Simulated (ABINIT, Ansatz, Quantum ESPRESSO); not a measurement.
**One structure in several programs: LuTl3 (Pm-3m, 4 atoms in the cell)**

Self-consistent single point.

```xyz
4
Lattice="4.7020 0.0000 0.0000 0.0000 4.7020 0.0000 0.0000 0.0000 4.7020" Properties=species:S:1:pos:R:3 pbc="T T T"
Lu     0.0000     0.0000     0.0000
Tl     0.0000     2.3510     2.3510
Tl     2.3510     0.0000     2.3510
Tl     2.3510     2.3510     0.0000
```

All programs got the same cell, k-point mesh and kind of occupations (in Ansatz's words: kpoints.mp_grid.grid = 5 5 5; scf.occupations.method = fermi_dirac; scf.occupations.width = 0.1 eV); potentials, basis and cutoffs are each program's usual ones.

```
code                                                                              model  pressure (GPa)  cutoff
----------------  ---------------------------------------------------------------------  --------------  ------
Ansatz                                                  PBEsol, PAW files made with PBE           -1.82  420 eV
Quantum ESPRESSO  PBEsol, PseudoDojo standard norm-conserving (PBESOL) pseudopotentials           -1.79  100 Ry
ABINIT                               PBEsol, PAW (JTH v2.0 PBE PAW, files made for PBE)           -2.19   48 Ry
```

The spread over the programs that give each value: pressure within 0.40 GPa.

The starting cell comes from a database of computed structures (which also holds hypothetical and non-ambient phases and stackings), without a prior relaxation at this level. Its lattice was rescaled by a random factor within 2.5 % of one. On Ansatz's run: Spin-orbit coupling is off.

**Question.** Why do the programs differ, and what cannot be compared?

**Answer.** Differences of this kind can come from the potentials, where these differ, and from what each basis and cutoff leave unconverged. The zero of total energies and Fermi levels follows the potentials and each program's conventions, so they are not compared here. Ansatz's pressure is given at a fixed set of plane waves, as the other plane-wave codes print theirs.

Ansatz is an electronic-structure program.

Keys are those of Ansatz 0.2.
